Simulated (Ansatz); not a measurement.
The parent structure is NaCl in the rock salt structure (space group Fm-3m, No. 225; a = 5.696 Å).

Calculations: plane-wave PAW DFT at the PBE level (Ansatz, a quantum-chemistry and plane-wave program, 420 eV), no spin-orbit coupling.

Before the change:

The volume per atom is 23.09 Å³ and the band gap is 5.00 eV. The gap character is direct at Γ.

The change: a hydrostatic pressure of 75 GPa.

### Question
What happens to the volume per atom, band gap and gap character?

### Answer
The volume per atom shrinks by 11.28 Å³, from 23.09 Å³ to 11.81 Å³; the band gap increases by 1.195 eV, from 5.00 eV to 6.19 eV; the gap character becomes indirect, Γ → X (base: direct at Γ).

Load acts through the strain it causes; cell and atoms are relaxed under it. Stability against distortions was not tested. No other phases were tried under pressure.
